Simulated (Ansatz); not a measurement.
Worked example: self-consistent single point of BaTiO3 (R3m, 5 atoms in the cell) in Ansatz (an electronic-structure program).

Method of the run: LDA (PW92), default PAW files made with PBE (plane waves; Ansatz).

```xyz
5
Lattice="2.8340 1.6362 2.3239 -2.8340 1.6362 2.3239 0.0000 -3.2724 2.3239" Properties=species:S:1:pos:R:3 pbc="T T T"
Ba     0.0000     0.0000     0.0510
Ti     0.0000     0.0000     3.5788
O     -1.3908     0.8030     4.5493
O      0.0000    -1.6060     4.5493
O      1.3908     0.8030     4.5493
```

Reference input (self-consistent single point, DFT, LDA (PW92), plane waves, default PAW files made with PBE): basis.ecutwfc = 420 eV; kpoints.mp_grid.grid = 6 6 6; hamiltonian.xc = lda; hamiltonian.pseudopotentials = {kind: paw} (the program's default PAW files); scf.occupations.method = fermi_dirac; scf.occupations.width = 0.01 eV. This run's input differs from it in these lines:

Ansatz 0.2 input:
```diff
@@ -12,3 +12,3 @@
 basis:
-  ecutwfc: 420.0
+  ecutwfc: 1010.0
 kpoints:
```

Output, abridged:

```
SCF iter   1: F=—  HF=-9904.505950 eV  |F-HF|=—  |Δ(HF+E_count)|=         —  Δρ=1.87e-2  dr2=2.21e-1  ethr=1.77e-3  ⟨swp⟩=7.1  Hψ=4220  notcnv=0
all-band conjugate gradients solve this SCF's bands
preconditioner: auto → Resta (q_TF=auto, 2.518 Å⁻¹)
SCF iter   2: F=—  HF=-9904.465678 eV  |F-HF|=—  |Δ(HF+E_count)|=   4.03e-2  Δρ=5.95e-3  dr2=2.69e-2  ethr=5.54e-4  ⟨swp⟩=2.8  Hψ=1575  notcnv=0  defer=32
SCF iter   3: F=—  HF=-9904.461415 eV  |F-HF|=—  |Δ(HF+E_count)|=   4.26e-3  Δρ=2.06e-3  dr2=3.38e-3  ethr=6.73e-5  ⟨swp⟩=2.0  Hψ=1147  notcnv=0  defer=32
SCF iter   4: F=—  HF=-9904.460744 eV  |F-HF|=—  |Δ(HF+E_count)|=   6.70e-4  Δρ=2.03e-4  dr2=3.95e-5  ethr=8.44e-6  ⟨swp⟩=2.0  Hψ=1152  notcnv=0  defer=32
SCF iter   5: F=—  HF=-9904.460718 eV  |F-HF|=—  |Δ(HF+E_count)|=   2.70e-5  Δρ=3.58e-5  dr2=9.16e-7  ethr=9.87e-8  ⟨swp⟩=2.3  Hψ=1184  notcnv=0  defer=32
SCF iter   6: F=-9904.460717 eV  HF=-9904.460717 eV  |F-HF|=1.59e-8  |Δ(HF+E_count)|=   2.69e-7  Δρ=7.55e-6  dr2=3.34e-8  ethr=2.50e-10  ⟨swp⟩=9.8  Hψ=4008  notcnv=0
SCF 1 converged in 6 iterations: F = -9904.460717 eV  dr2 = 3.34e-8
Free energy (F): -9904.460717 eV
Internal energy: -9904.460717 eV  (E = F + TS)
E sigma→0 (E₀):  -9904.460717 eV
Fermi energy:    10.926726 eV
--- Forces (eV/Å), atoms counted from 1 ---
  atom   1  Ba     0.00000000    -0.00000000    -0.19207839
  atom   2  Ti     0.00000000     0.00000000     0.30486673
  atom   3  O      0.01821538    -0.01051665    -0.03760572
  atom   4  O      0.00000000     0.02103331    -0.03760572
  atom   5  O     -0.01821538    -0.01051665    -0.03760572
--- Stress (GPa, compression-positive) ---
       -6.947584      -0.000000      -0.000000
       -0.000000      -6.947584      -0.000000
       -0.000000      -0.000000      -6.717823
  P = ⅓ Tr σ = -6.8710 GPa (-68.710 kbar)
  The stress holds the Pulay correction. Without it, at fixed plane waves, as pw.x and ABINIT print it: P = -6.8738 GPa
```

The run converged in 6 iterations. Against the reference run the free energy goes down by 6.1 meV/atom, the pressure hardly changes (-6.89 to -6.87 GPa), the largest force hardly changes (0.303 to 0.305 eV/Å) and the gap on the mesh hardly changes (2.358 to 2.357 eV).

The starting cell comes from a database of computed structures (which also holds hypothetical and non-ambient phases and stackings), without a prior relaxation at this level. Its lattice was rescaled by up to half a per cent. One atom was moved a little off its site on purpose. Ansatz's pressure includes its estimate of the finite-basis (Pulay) stress.
